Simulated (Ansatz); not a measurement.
## CsCl-type CoAl

The numbers are results of r²SCAN (plane waves, PAW; Ansatz, an electronic-structure program), not measurements.

Settings: plane-wave cutoff 500 eV, 20×14×1 k mesh (along the axes of the cell as run), Fermi–Dirac smearing 0.1 eV, scalar-relativistic PAW data made under PBE.

Cell: relaxed at this level.

- surface energy of the (110) face = 2.42 J/m²
- work function of the (110) face = 4.92 eV

The slab of 16 atoms is relaxed and unreconstructed.

The computed numbers hold no vibrational or temperature effects.
